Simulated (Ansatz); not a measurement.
Amorphous Si$_{64}$N$_{80}$

It comes from a melt-quench run on a machine-learned potential (CHGNet), relaxed afterwards by DFT. N atoms were pushed apart under 1.9 Å during the dynamics, to hinder bonds among them. The hot cell started wider than the set density and was brought back towards it in steps. It is the lowest in DFT energy of 4 quenches. It is a model cell: composition and starting density were chosen by hand, and all elements were melted together. No dispersion term was used.

Methods: PBE, scalar-relativistic without spin-orbit coupling (Ansatz, a first-principles code); r2SCAN, scalar-relativistic without spin-orbit coupling (Ansatz). Geometry, pressure, stress and energy are those of the PBE run. Its sampling: a 2×2×2 Γ-centred mesh; Fermi-Dirac width 0.02 eV; no spin polarisation. Other functionals are single points at the zone centre (r2SCAN at 500 eV), free to take moments where seeds were set. The usual formal charges leave 16 electrons over, so the level spacing at the Fermi energy parts defect or band states and needn't be the band gap. At PBE the levels at both edges of the gap are localised (band-tail or defect states), and the nearest spread-out levels lie 3.0 eV apart at the zone centre.

```json
{
  "number_of_atoms_in_the_cell": "144",
  "Density (volume relaxed, without dispersion)": "2.97 g/cm³",
  "volume_per_atom": "11.34 Å³",
  "Pressure on a 2×2×2 Γ-centred mesh": "0.00 GPa",
  "Largest force and stress component on that mesh (the relaxation ran on the zone centre alone)": "0.06 eV/Å and 0.1 GPa",
  "Energy relative to beta Si3N4 + silicon (lowest mix at this level among the phases computed, not always the ambient ones)": "0.346 eV/atom",
  "Level spacing at the Fermi energy on a 2×2×2 Γ-centred mesh (PBE)": "0.43 eV",
  "Level spacing at the Fermi energy at the zone centre (PBE)": "0.48 eV",
  "Level spacing at the Fermi energy at the zone centre (r2SCAN)": "0.60 eV"
}
```

Neighbours within Si-Si 2.60 Å, Si-N 2.18 Å, N-N 1.70 Å count as bonded. Two cations that share two anions don't count as bonded, nor two that share one unless they lie closer than Si-Si 2.38 Å.

The mean coordination of Si by anions comes out as 3.81 (1 with 2, 11 with 3, 51 with 4, 1 with 5); 4 close contacts or bonds to cations besides and the mean coordination of N is 3.05 (1 with 2, 74 with 3, 5 with 4). The mean Si-N bond is 1.772 Å (spread 0.069 Å, 244 counted) and the mean Si-Si bond is 2.391 Å (spread 0.112 Å, 2 counted).

Its density started from a set value of 2.95 g/cm³. The simulated quench (nominally 300 K/ps over its main leg) is rapid and tends to freeze in more defects than a deposited or slowly cooled glass has. A cell of this size samples the disorder only roughly. Volume and shape were free in the relaxation.
